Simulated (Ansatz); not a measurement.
The reference is C in the diamond structure (space group Fd-3m, No. 227; a = 3.572 Å). Axes: x, y, z lie along the cube axes.

Method: PBE in Ansatz (plane waves to 420 eV, PAW, scalar-relativistic without spin-orbit coupling).

Now apply this change: the cell is scaled by 1.0300 in all directions; the atoms relax in the strained cell.

Q: Predict the stress tensor and what it implies for the stiffness.

A: Stress of the strained cell less that of the base (GPa, compression positive):
```
 -32.52    0.00    0.00
   0.00  -32.52    0.00
   0.00    0.00  -32.52
```

Then B = −ΔP/(ΔV/V₀) with ΔV/V₀ = 0.0927 gives secant stiffness values (nonlinear terms included at this strain): B ≈ 351 GPa.

As a check, the harmonic strain energy −½ V₀ Δσ:ε is 52 meV/atom; the computed energy rise is 57 meV/atom.

Stability against distortions was not tested.

Ansatz is a program for electronic structure.
